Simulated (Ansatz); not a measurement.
The starting structures come from a database of crystals and need not be the phases stable at ambient conditions.

Evanescent states of Zn3In2O6 (R3m, not sure to be the ambient phase, 11 atoms a cell, 13.3 Å³ an atom, -6 GPa at this level) along the normal of (110)

The numbers are results of r2SCAN (plane waves, PAW; Ansatz, a first-principles code), not measurements.

The gap is the functional's own, uncorrected, and κ follows it; spin-orbit coupling is left out. Mid-gap values are interpolated between the computed energies.

Energies count from the valence-band top; κ is the least over a 6×2 mesh across the current.

```json
[
 {"E (eV)": "0.03", "κ (1/Å)": "0.049", "where": "Γ"},
 {"E (eV)": "0.09", "κ (1/Å)": "0.079", "where": "Γ"},
 {"E (eV)": "0.15", "κ (1/Å)": "0.095", "where": "Γ"},
 {"E (eV)": "0.21", "κ (1/Å)": "0.105", "where": "Γ"},
 {"E (eV)": "0.27", "κ (1/Å)": "0.111", "where": "Γ"},
 {"E (eV)": "0.33", "κ (1/Å)": "0.114", "where": "Γ"},
 {"E (eV)": "0.39", "κ (1/Å)": "0.115", "where": "Γ"},
 {"E (eV)": "0.45", "κ (1/Å)": "0.114", "where": "Γ"},
 {"E (eV)": "0.51", "κ (1/Å)": "0.111", "where": "Γ"},
 {"E (eV)": "0.57", "κ (1/Å)": "0.107", "where": "Γ"},
 {"E (eV)": "0.63", "κ (1/Å)": "0.101", "where": "Γ"},
 {"E (eV)": "0.69", "κ (1/Å)": "0.092", "where": "Γ"},
 {"E (eV)": "0.75", "κ (1/Å)": "0.081", "where": "Γ"},
 {"E (eV)": "0.81", "κ (1/Å)": "0.066", "where": "Γ"},
 {"E (eV)": "0.87", "κ (1/Å)": "0.044", "where": "Γ"}
]
```

Problem. How thick must the barrier be to attenuate the transmission by 10^8 when the electrodes' Fermi level lies at 0.39 eV, and what attenuation does that film give at 0.87 eV?

Solution. d = 8 ln 10 / (2 × 0.115) = 80.1 Å. At 0.87 eV it gives 8 × 0.044/0.115 = 3.1 decades.
